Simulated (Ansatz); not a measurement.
BaZrO3 under a change: biaxial strain −0.60 %, plane normal [001], relaxed out of plane

The parent structure is BaZrO3 (space group I4/mcm, No. 140; a = 5.8973 Å, c = 8.3803 Å; a cell from a computed database, its experimental status unchecked). Axes: x, y, z lie along a, b, c of the conventional cell.

Modification: compressive biaxial strain of 0.60 % in the plane normal to [001], as in epitaxy on a mismatched substrate; the out-of-plane cell vector and the atoms relax.

Calculations: Ansatz (a program for electronic structure) PBEsol, scalar-relativistic without spin-orbit coupling. Γ-centred 8×8×8 mesh, Fermi–Dirac width 0.05 eV.

```json
[
 {"quantity": "volume per atom", "base": "14.57 Å³", "changed": "14.45 Å³", "shift": "-0.12 Å³"},
 {"quantity": "space group", "base": "I4/mcm (No. 140)", "changed": "I4/mcm (No. 140)", "shift": "–"},
 {"quantity": "shortest interatomic distance", "base": "209.5 pm", "changed": "208.6 pm", "shift": "-0.9 pm"},
 {"quantity": "energy relative to the base (free energy F)", "base": "0 meV/atom", "changed": "+1.0 meV/atom", "shift": "+1.0 meV/atom"},
 {"quantity": "band gap", "base": "3.26 eV", "changed": "3.28 eV", "shift": "+0.011 eV"},
 {"quantity": "gap character", "base": "indirect, M → Γ", "changed": "indirect, M → Γ", "shift": "–"},
 {"quantity": "smallest direct gap", "base": "3.27 eV", "changed": "3.32 eV", "shift": "+0.045 eV"},
 {"quantity": "out-of-plane strain", "base": "–", "changed": "+0.36 %", "shift": "–"},
 {"quantity": "mean in-plane stress (compression positive)", "base": "–", "changed": "+1.8 GPa", "shift": "–"}
]
```

Whether these cells are dynamically stable was not tested.
